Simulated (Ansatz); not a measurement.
Start from BN in the h-BN type structure (space group P6_3/mmc, No. 194; a = 2.500 Å, c = 6.413 Å; layered, stacked along the Cartesian z axis).

Perturbation: cell and atoms relaxed at a pressure of 18 GPa.

Levels (all Ansatz, a first-principles code, PAW, earlier PAW set): PBEsol-D3(BJ) (420 eV, scalar-relativistic without spin-orbit coupling); r2SCAN (500 eV, spin-orbit coupling left out); HSE06 (420 eV, spin-orbit coupling left out); PBEsol+SOC (420 eV, spin-orbit coupling included).

One geometry, relaxed with PBEsol-D3(BJ), under each level:

```csv
level,band gap,lowest conduction level above the VBM at special points
PBEsol-D3(BJ),3.79 eV,M 4.04 eV; H 4.26 eV; L 4.38 eV; K 5.67 eV
r2SCAN,4.54 eV,M 4.77 eV; H 5.05 eV; L 5.12 eV; K 6.43 eV
HSE06,5.22 eV,M 5.49 eV; H 5.77 eV; L 5.85 eV; Γ 8.75 eV
PBEsol+SOC,3.79 eV,M 4.04 eV; H 4.26 eV; L 4.38 eV; K 5.67 eV
```

Single points use the geometry relaxed with PBEsol-D3(BJ). Their cutoffs differ, which shifts pressures a little. HSE06 gaps are upper bounds (no full band path). From pressure 18 GPa on, the axis ratios lie over 15 % from the base's, so the cell there is far from its starting form. The spin-orbit shifts are approximate. Load acts through the strain it causes; cell and atoms are relaxed under it. Whether these cells are dynamically stable was not tested. Competing high-pressure phases were not computed.
